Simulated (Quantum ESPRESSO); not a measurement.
## Quick settings and what they miss: BaCrF6 (R-3m, 8 atoms in the cell)

Self-consistent single point.

```yaml
crystal:
  lattice:
    - [3.58885, -2.07203, 2.30691]
    - [0.00000, 4.14405, 2.30691]
    - [-3.58885, -2.07203, 2.30691]
  atoms:
    - { symbol: Ba, position: [0.50000, 0.50000, 0.50000] }
    - { symbol: Cr, position: [0.00000, 0.00000, 0.00000], spin: 3.0 }
    - { symbol: F, position: [0.73089, 0.07743, 0.73089] }
    - { symbol: F, position: [0.26911, 0.92257, 0.26911] }
    - { symbol: F, position: [0.73089, 0.73089, 0.07743] }
    - { symbol: F, position: [0.26911, 0.26911, 0.92257] }
    - { symbol: F, position: [0.07743, 0.73089, 0.73089] }
    - { symbol: F, position: [0.92257, 0.26911, 0.26911] }
```
(The spins are starting values, not results.)

Computed with PBEsol+U, PseudoDojo standard norm-conserving (PBESOL) pseudopotentials (plane waves; Quantum ESPRESSO).

Base settings: ecutwfc = 95 Ry; occupations = smearing; smearing = marzari-vanderbilt; degauss = 0.0073499 Ry; nspin = 2; potentials = {Ba: Ba.upf, Cr: Cr.upf, F: F.upf}; K_POINTS = automatic 5 5 5 0 0 0; HUBBARD = atomic; U Cr-3d 3.7 eV; conv_thr = 1e-09 Ry; mixing_beta = 0.3.

Tight run (finer mesh or higher cutoff; not a proven limit): ecutwfc: 95 Ry → 133 Ry; conv_thr: 1e-09 Ry → 7.3e-11 Ry; K_POINTS: automatic 5 5 5 0 0 0 → automatic 7 7 7 0 0 0. It gave Fermi level (on the code's own zero) 5.98 eV; pressure 8.53 GPa; largest force (vector length) 1.040 eV/Å; size of the cell's spin moment 2.00 μB; site moments (μB, in the program's spheres or projections) Ba 0.00, Cr 1.71, F -0.03, F -0.03, F -0.03, F -0.03, F -0.03, F -0.03; Hubbard energy 3.639 eV.

Quick runs, as changes from the base:
- A: the base itself
- B: ecutwfc: 95 Ry → 66 Ry; K_POINTS: automatic 5 5 5 0 0 0 → automatic 4 4 4 1 1 1

The count of work is k-points × plane waves × bands × iterations; it is no time. Core times come from one kind of shared machine and are given to one figure; runs under 30 s give none.

The starting cell comes from a database of computed structures (which also holds hypothetical and non-ambient phases and stackings), without a prior relaxation at this level. Its lattice was rescaled by a random factor within 2.5 % of one. With one magnetic atom in the cell only a parallel order is possible. With U or open f shells several self-consistent states can exist. In the base run, with a pressure of about 9 GPa the cell is away from its equilibrium volume at this level. In the base run, forces exceed 1 eV/Å.

```tsv
run	energy less tight (meV/atom)	pressure less tight (GPa)	largest miss in a force vector (eV/Å)	count of work / tight	core time / tight (rough)
A	0.4	-0.01	0.001	0.23	0.1
B	73.7	-8.68	0.018	0.074	0.07
```

Among the runs at the tight run's level, the energy misses run from 0.4 to 73.7 meV/atom.

Left out of this page: 4 runs of the series outside the window shown, repeating another row's setting, or not comparable.
